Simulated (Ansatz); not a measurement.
The starting structures come from a database of crystals and need not be the phases stable at ambient conditions.

Consider the following.

```yaml
crystal:
  lattice:
    - [7.29291, 0.00000, 0.00000]
    - [-3.64646, 6.31585, 0.00000]
    - [0.00000, 0.00000, 6.18159]
  atoms:
    - { symbol: Cs, position: [0.33333, 0.66667, 0.75000] }
    - { symbol: Cs, position: [0.66667, 0.33333, 0.25000] }
    - { symbol: Mg, position: [0.00000, 0.00000, 0.00000] }
    - { symbol: Mg, position: [0.00000, 0.00000, 0.50000] }
    - { symbol: Cl, position: [0.31186, 0.15593, 0.75000] }
    - { symbol: Cl, position: [0.68814, 0.84407, 0.25000] }
    - { symbol: Cl, position: [0.15593, 0.31186, 0.25000] }
    - { symbol: Cl, position: [0.84407, 0.68814, 0.75000] }
    - { symbol: Cl, position: [0.84407, 0.15593, 0.75000] }
    - { symbol: Cl, position: [0.15593, 0.84407, 0.25000] }
```

Space group of this cell: P6_3/mmc. The cell is taken as given.

Transport runs along the normal of the first two printed cell vectors, the (001) plane of the conventional cell.

No gap correction and no spin-orbit coupling; mid-gap values are interpolated between computed energies.

Compute, with r2SCAN (Ansatz, an electronic-structure program), the band gap and the smallest decay constant κ at mid-gap.

Gap 6.09 eV on a 6×6×6 mesh; κ = 0.383 1/Å, at the zone centre.
